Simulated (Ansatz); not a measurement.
Input:

```xyz
3
Lattice="3.4624 0.0000 0.0000 1.7312 2.9985 0.0000 0.0000 0.0000 5.4271" Properties=species:S:1:pos:R:3 pbc="T T T"
Pt     0.0000     0.0000     0.0000
S      1.7312     0.9995     1.2775
S      3.4624     1.9990     4.1496
```

No spin polarisation.

All numbers come from r2SCAN+rVV10 in Ansatz (plane waves to 500 eV, PAW, no SOC). Settings: 11×11×7 k-points, 0.05 eV Fermi–Dirac smearing.

Task: Predict the band gap.

Result: 1.13 eV.

Task: Estimate the gap character.

Result: Indirect, k = (0, 0.182, -0.286) in the run's primitive reciprocal basis → k = (0, 0.273, -0.286) in the run's primitive reciprocal basis.

Task: What is the computed space group?

Result: P-3m1 (No. 164).

Spin-orbit coupling, missing from the scalar runs, can matter with Pt. The cells carry an imposed strain or load. No phonon test of stability was made. The cell was made from PtS₂ in the CdI2 type structure (space group P-3m1, No. 164; layered, stacked along the Cartesian z axis) by this change: biaxial strain −2.53 %, plane normal [001], relaxed out of plane.

Ansatz is a quantum-chemistry and plane-wave program.
